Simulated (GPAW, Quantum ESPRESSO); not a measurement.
A Quantum ESPRESSO input for a self-consistent single point of TiCo (Pm-3m, 2 atoms in the cell) (DFT, PBE, plane waves, SSSP 1.1.2 efficiency (PBE) pseudopotentials):

```fortran
&CONTROL
 calculation = 'scf',
 prefix = 'tico',
 outdir = './tmp',
 pseudo_dir = './',
 tprnfor = .true.,
 tstress = .true.,
/
&SYSTEM
 ibrav = 1,
 celldm(1) = 5.48743963,
 nat = 2,
 ntyp = 2,
 ecutwfc = 50,
 ecutrho = 400,
 occupations = 'smearing',
 smearing = 'fermi-dirac',
 degauss = 0.0099958,
/
&ELECTRONS
 conv_thr = 1.0d-10,
 mixing_beta = 0.4,
/
ATOMIC_SPECIES
Ti    47.8670  ti_pbe_v1.4.uspp.F.UPF
Co    58.9332  Co_pbe_v1.2.uspp.F.UPF
ATOMIC_POSITIONS {crystal}
Ti    0.00000000    0.00000000    0.00000000
Co    0.50000000    0.50000000    0.50000000
K_POINTS {automatic}
9 9 9  0 0 0
```

Question: Write the same calculation as an input for GPAW.

Answer: This is the input that was run; spellings and numerical settings could be chosen otherwise.

```python
from ase import Atoms
from ase.units import GPa
from gpaw import GPAW, PW, FermiDirac

atoms = Atoms(['Ti', 'Co'],
              cell=[[2.903828, 0.000000, 0.000000],
                    [0.000000, 2.903828, 0.000000],
                    [0.000000, 0.000000, 2.903828]],
              positions=[[0.000000, 0.000000, 0.000000],
                         [1.451914, 1.451914, 1.451914]],
              pbc=True)

calc = GPAW(mode=PW(800),
            xc='PBE',
            kpts=(9, 9, 9),
            occupations=FermiDirac(0.136),
            nbands=-8,
            convergence={'density': 1e-05, 'energy': 1e-05},
            symmetry={'symmorphic': False, 'tolerance': 0.0005},
            maxiter=120)

atoms.calc = calc

energy = atoms.get_potential_energy()
print('Energy (eV):', round(energy, 6))
forces = atoms.get_forces()
print('Forces (eV/Ang):')
print(forces.round(5))
stress = atoms.get_stress()
print('Stress (GPa, Voigt):', (stress / GPa).round(4))
```

Basis settings and potentials, where a program has them, do not carry over. This input uses DFT PBE, plane waves, GPAW PAW datasets PBE (gpaw-data 1.0.1). Both were run: pressure 14.24 GPa in Quantum ESPRESSO and 15.37 in GPAW.

On GPAW: the starting cell has typed, rounded lattice constants, without a prior relaxation at this level. Its lattice was rescaled by a random factor within 2.5 % of one. For this run, on top of that: lattice scaled by 0.98. Spin polarisation is off. With a pressure of about 15 GPa the cell is away from its equilibrium volume at this level.

On Quantum ESPRESSO: the starting cell has typed, rounded lattice constants, without a prior relaxation at this level. Its lattice was rescaled by a random factor within 2.5 % of one. For this run, on top of that: lattice scaled by 0.98. Spin polarisation is off. With a pressure of about 14 GPa the cell is away from its equilibrium volume at this level.
